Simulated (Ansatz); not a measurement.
System: HfSiO₄ (I4₁/amd, No. 141, 12 atoms in the cell; start mp-4609). Method: PBEsol+SOC (Ansatz, a program for electronic structure, PAW).

Numerical settings: plane-wave cutoff 520 eV, 6×6×6 k mesh, Fermi–Dirac smearing 0.01 eV, PAW data made under PBE.

Cell (relaxed with PBEsol):

```xyz
12
Lattice="-3.2912 3.2912 2.9829 3.2912 -3.2912 2.9829 3.2912 3.2912 -2.9829" Properties=species:S:1:pos:R:3 pbc="T T T"
Hf     0.0000     0.0000     0.0000
Hf     0.0000     3.2912     1.4915
Si     3.2912     0.0000     1.4915
Si     0.0000     0.0000     2.9829
O      3.2912     2.0749    -1.0851
O      4.5076     0.0000     0.4063
O      0.0000     1.2164     1.8978
O      2.0749     0.0000     0.4063
O      3.2912     1.2164     2.5766
O      1.2164     0.0000     4.0680
O      3.2912    -1.2164     2.5766
O      2.0749     3.2912     1.0851
```

Q: Give the computed band gap, smallest direct gap on the k points sampled and direct gap at Γ.

A: 
* **band gap**: 5.37 eV (indirect)
* **smallest direct gap on the k points sampled**: 5.73 eV
* **direct gap at Γ**: 5.77 eV

Static lattice: no zero-point or thermal effects.

A start named mp-… is a Materials Project structure, which need not be a measured phase.
